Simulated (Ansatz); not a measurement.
For ScOF (P4/nmm, No. 129, 6 atoms in the cell; start mp-989178), PBEsol (Ansatz, a first-principles code, PAW) gives:

```
Item                                  Result
------------------------------  ------------
equilibrium lattice constant a       3.577 Å
c axis length                        5.094 Å
bulk modulus B0                      159 GPa
cohesive energy                 6.84 eV/atom
band gap                             4.42 eV
```

Problem. What does r²SCAN (PAW; Ansatz) give for the same quantities?

Solution. 
- lattice constant a: 3.592 Å (rises by 0.4 %)
- lattice parameter c: 5.114 Å (grows by 0.4 %)
- bulk modulus: 163 GPa (goes up by 2.5 %)
- cohesive energy: 6.58 eV/atom (decreases by 0.26 eV/atom)
- band gap: 4.92 eV (increases by 0.50 eV)

Changes are worked out from the printed values.

Unless a cell is named, each level is at its own relaxed cell (PBEsol 10.87, r²SCAN 11.00 Å³/atom).

Density-functional gaps are differences of (generalised) Kohn–Sham levels.

Caveats: the bulk modulus is −V dP/dV from two relaxed cells at ±2 % in volume (PBEsol, r²SCAN); the relaxation could not lower the start's symmetry, so the cell can be a saddle point above a distorted one (PBEsol, r²SCAN). Ansatz's density-functional and Hartree–Fock values are scalar-relativistic unless marked +SOC, with PAW data made under PBE.

A start named mp-… is a Materials Project structure, which need not be a measured phase.
